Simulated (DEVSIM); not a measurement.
Structure: abrupt Si p-n junction, at 250 K.

Layer 1 from the left is Si, thickness (μm) 0.310, Na (cm⁻³) 4.1e17, τn (s) 0.00016, τp (s) 0.00016. Layer 2 from the left is Si, thickness (μm) 200, Nd (cm⁻³) 8.4e14, τn (s) 0.00016, τp (s) 0.00016.

Left contact: ohmic. Right contact: ohmic. Voltage is applied to the left contact. Recombination: SRH at mid-gap. Mobility is μmin + (μ − μmin)/(1 + (N/Nref)^α).

Constants are typed, rounded textbook-type inputs, not results; the design itself was drawn at random and stands for no fabricated device. Values at 300 K; Nc and Nv go as T^1.5, mobilities as T to minus their exponent, the gap by Varshni's rule with the affinity fixed.

Si: gap (eV) 1.124, affinity (eV) 4.05, permittivity 11.7, Nc (cm⁻³) 2.86e19, Nv (cm⁻³) 3.1e19, μn (cm²/Vs) 1417, μp (cm²/Vs) 470, μn,min 52, μp,min 45, Nref,n 9.7e16, Nref,p 2.2e17, αn 0.68, αp 0.72, T exponent of μn 2.3, T exponent of μp 2.2, Varshni α (eV/K) 0.000473, Varshni β (K) 636.

Estimate by hand the built-in potential, the peak field at zero bias, the capacitance at -6 V, and compare with a numerical solution.


- Built-in potential: ni = √(Nc Nv) exp(−Eg/2kT) = 8.01e7 cm⁻³ with Eg = 1.136 eV; Vbi = kT/q ln(Na Nd/ni²) = 0.830 V; numerical 0.830 V.
- Peak field at zero bias: depletion approximation: W = √(2εVbi/(qN)) = 1.13 μm with N = 8.38e14 cm⁻³; field = 2Vbi/W = 14700 V/cm; numerical 33800 V/cm (estimate below by 57 %).
- Capacitance at -6 V: C = √(qεN / 2(Vbi + |V|)) = 3.19 nF/cm²; numerical 3.20 nF/cm².

Model (solved in DEVSIM): 1D drift-diffusion, Boltzmann statistics, complete ionisation; no tunnelling, impact ionisation, image-force lowering or self-heating.
